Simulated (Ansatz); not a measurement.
A computed series for Ga2O3: pressure series

Start from Ga₂O₃ in the corundum structure (space group R-3c, No. 167; a = 4.985 Å, c = 13.441 Å (hexagonal axes)).

Cell and atoms are relaxed at each pressure.

Computed with r2SCAN, PAW, 500 eV (Ansatz, a program for electronic structure; no SOC), earlier PAW set.

| change | volume per atom | band gap | c/a ratio |
|---|---|---|---|
| base | 9.64 Å³ | 3.57 eV | 2.697 |
| pressure −2 GPa | 9.72 Å³ | 3.47 eV | 2.699 |
| pressure −1 GPa | 9.68 Å³ | 3.52 eV | 2.698 |
| pressure 3 GPa | 9.52 Å³ | 3.71 eV | 2.693 |
| pressure 7 GPa | 9.37 Å³ | 3.88 eV | 2.688 |
| pressure 15 GPa | 9.11 Å³ | 4.21 eV | 2.679 |
| pressure 30 GPa | 8.70 Å³ | 4.74 eV | 2.661 |
| pressure 50 GPa | 8.27 Å³ | 5.34 eV | 2.637 |
| pressure 75 GPa | 7.84 Å³ | 5.93 eV | 2.604 |
| pressure 100 GPa | 7.50 Å³ | 6.36 eV | 2.567 |

Load acts through the strain it causes; cell and atoms are relaxed under it. No phonon test of stability was made. No other phases were tried under pressure.
